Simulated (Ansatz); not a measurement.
Si (P6₃/mmc, No. 194, 4 atoms in the cell; start mp-165; another form than the element's usual one) was calculated with PBE0 in Ansatz (plane waves, PAW).

Settings: plane-wave cutoff 460 eV, 9×9×4 k mesh (along the axes of the cell as run), Fermi–Dirac smearing 0.01 eV, scalar-relativistic PAW data made under PBE.

Cell (relaxed with PBEsol):

```
Si
1.0
    3.82469     0.00000     0.00000
   -1.91235     3.31228     0.00000
    0.00000     0.00000     6.32397
Si
4
Cartesian
  0.00000   2.20819   0.39840
  1.91235   1.10409   5.92557
  1.91235   1.10409   3.56039
  0.00000   2.20819   2.76358
```

Task: Predict the band gap and smallest direct gap on the k points sampled.

Result: 
band gap: 1.60 eV (indirect)
smallest direct gap on the k points sampled: 2.34 eV

Note: cell and atoms aren't relaxed at this level (pressure 0.2 GPa).

Static lattice: no zero-point or thermal effects.

Computing time: roughly 100 core-seconds.

A start named mp-… is a Materials Project structure, which need not be a measured phase.

Ansatz is a quantum-chemistry and plane-wave program.
